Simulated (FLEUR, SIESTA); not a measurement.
A FLEUR input for a self-consistent single point of K (Im-3m, 1 atom in the cell) (DFT, PBE, all-electron FLAPW (FLEUR), scalar-relativistic valence):

Input of the input generator:

```
K crystal
&input film=f /
-4.9457383010 4.9457383010 4.9457383010
4.9457383010 -4.9457383010 4.9457383010
4.9457383010 4.9457383010 -4.9457383010
1.0
1.0 1.0 1.0

1
19 0.0000000000 0.0000000000 0.0000000000

&comp jspins=1 /
&kpt div1=12 div2=12 div3=12 gamma=t /
&end /
```

```xml
<?xml version="1.0" encoding="UTF-8" standalone="no"?>
<fleurInput fleurInputVersion="0.39">
   <comment>
      K crystal                                                                                           
   </comment>
   <calculationSetup>
      <cutoffs Kmax="3.8" Gmax="13.3" GmaxXC="13.3" numbands="0"/>
      <scfLoop itmax="80" minDistance="0.00001" maxIterBroyd="15" imix="Anderson" alpha="0.05" precondParam="0.0" spinf="2.0"/>
      <coreElectrons ctail="T" frcor="F" kcrel="0" coretail_lmax="0"/>
      <xcFunctional name="pbe" relativisticCorrections="F"/>
      <magnetism jspins="1"/>
      <soc l_soc="F" theta="0.0" phi="0.0" spav="F"/>
      <expertModes spex="0" secvar="F"/>
      <geometryOptimization l_f="T" forcealpha="1.0" forcemix="BFGS" epsdisp="0.00001" epsforce="0.00001"/>
      <ldaU l_linMix="F" mixParam="0.05" spinf="1.0"/>
   </calculationSetup>
   <cell>
      <bzIntegration valenceElectrons="9.0" mode="gauss" fermiSmearingEnergy="0.00367493">
         <kPointListSelection listName="default-1"/>
         <!-- k-points included here -->
         <xi:include xmlns:xi="http://www.w3.org/2001/XInclude" href="kpts.xml"> </xi:include>
      </bzIntegration>
      <!-- symmetry operations included here -->
      <xi:include xmlns:xi="http://www.w3.org/2001/XInclude" href="sym.xml"> </xi:include>
      <bulkLattice scale="1.0">
         <bravaisMatrix>
            <row-1>   -4.9457383009999996     4.9457383009999996     4.9457383009999996</row-1>
            <row-2>    4.9457383009999996    -4.9457383009999996     4.9457383009999996</row-2>
            <row-3>    4.9457383009999996     4.9457383009999996    -4.9457383009999996</row-3>
         </bravaisMatrix>
      </bulkLattice>
   </cell>
   <atomSpecies>
      <species name="Potassium (K)" element="K" atomicNumber="19">
         <mtSphere radius="2.68" gridPoints="925" logIncrement="0.013"/>
         <atomicCutoffs lmax="10" lnonsphr="8"/>
         <electronConfig flipSpins="F">
            <coreConfig>(1s1/2) (2s1/2) (2p1/2) (2p3/2)</coreConfig>
            <valenceConfig>(3s1/2) (3p1/2) (3p3/2) (4s1/2)</valenceConfig>
            <stateOccupation state="(4s1/2)" spinUp="0.5" spinDown="0.5"/>
         </electronConfig>
         <energyParameters s="4" p="4" d="3" f="4"/>
         <lo type="SCLO" l="0" n="3" eDeriv="0"/>
         <lo type="SCLO" l="1" n="3" eDeriv="0"/>
      </species>
   </atomSpecies>
   <atomGroups>
      <atomGroup species="Potassium (K)">
         <relPos label="                   1">.0000000000 .0000000000 .0000000000</relPos>
         <force calculate="T" relaxXYZ="TTT"/>
      </atomGroup>
   </atomGroups>
   <output dos="F" band="F" slice="F">
      <checks vchk="F" cdinf="F"/>
      <bandDOS minEnergy="-.5*Htr" maxEnergy="0.5*Htr" sigma="0.015" storeEVData="T"/>
      <vacuumDOS vacdos="F" integ="F" star="F" nstars="0" locx1="0.0" locy1="0.0" locx2="0.0" locy2="0.0" nstm="0" tworkf="0.0"/>
      <unfoldingBand unfoldBand="F" supercellX="1" supercellY="1" supercellZ="1"/>
      <plotting iplot="0" polar="F">
         <plot TwoD="T" vec1="  1.0  0.0  0.0" vec2="  0.0  1.0  0.0" vec3="  0.0  0.0  1.0" zero="  0.0  0.0  0.0" file="plot"/>
      </plotting>
      <chargeDensitySlicing numkpt="0" minEigenval="0.0" maxEigenval="0.0" nnne="0" pallst="F"/>
      <specialOutput eonly="F"/>
      <magneticCircularDichroism mcd="F" energyLo="-10.0" energyUp="0.0"/>
   </output>
  <!-- We include the file relax.xml here to enable relaxations (see documentation) -->
  <xi:include xmlns:xi="http://www.w3.org/2001/XInclude" href="relax.xml"> <xi:fallback/> </xi:include>
</fleurInput>
```

### Question
Give the SIESTA input for the same structure, mesh, smearing and functional.

### Answer
This is the input that was run; spellings and numerical settings could be chosen otherwise.

```
# files in the folder: K.psml (PseudoDojo PBE standard)
SystemName  K
SystemLabel k

NumberOfAtoms                1
NumberOfSpecies              1
%block ChemicalSpeciesLabel
  1 19 K
%endblock ChemicalSpeciesLabel
LatticeConstant              1.0 Ang
%block LatticeVectors
    -2.617172000    2.617172000    2.617172000
     2.617172000   -2.617172000    2.617172000
     2.617172000    2.617172000   -2.617172000
%endblock LatticeVectors
AtomicCoordinatesFormat      Ang
%block AtomicCoordinatesAndAtomicSpecies
     0.000000000    0.000000000    0.000000000  1
%endblock AtomicCoordinatesAndAtomicSpecies

XC.functional                GGA
XC.authors                   PBE
PAO.BasisSize                DZP
PAO.EnergyShift              0.01 Ry
MeshCutoff                   300 Ry
%block kgrid.MonkhorstPack
   12   0   0  0.0
    0  12   0  0.0
    0   0  12  0.0
%endblock kgrid.MonkhorstPack
OccupationFunction           MP
OccupationMPOrder            0
ElectronicTemperature        1160.45 K

MaxSCFIterations             150
SCF.Mixer.Method             Pulay
SCF.Mixer.Weight             0.2
SCF.Mixer.History            6
SCF.DM.Tolerance             1.0E-04
Diag.ParallelOverK           true
WriteForces                  true
```

Basis, cutoffs, solver keys and any potentials are the target program's own. This input uses DFT, GGA PBE, numerical atomic orbitals DZP, PseudoDojo PBE standard norm-conserving potentials (rewritten from UPF to PSML).

The starting cell comes from a database of computed structures (which also holds hypothetical and non-ambient phases and stackings), without a prior relaxation at this level. Its lattice was rescaled by a random factor within 2.5 % of one. For this run, on top of that: lattice scaled by 0.98.
